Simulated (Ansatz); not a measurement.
Q: Name crystals whose resistivity at 300 K lies between 9.2 and 14.4 μΩ·cm and whose electron-phonon coupling λ lies between 0.86 and 1.35, by PBEsol, DFPT electron-phonon coupling, linearised Boltzmann equation (Ansatz, an electronic-structure program).

A: Many crystals can fit; among those computed here:
- Ta (Im-3m): 12.6 μΩ·cm, 0.95
- Pb (Fm-3m): 11.5 μΩ·cm, 1.08

Metals; harmonic phonons alone scatter; means over directions. Halving the electron mesh moves these values by up to 2 %; q meshes are mostly untested. Some of the runs warned that the eigensolver left states short of its tolerance. Spin-orbit coupling is left out.

The missing spin-orbit coupling matters most for Pb (Fm-3m), Ta (Im-3m).
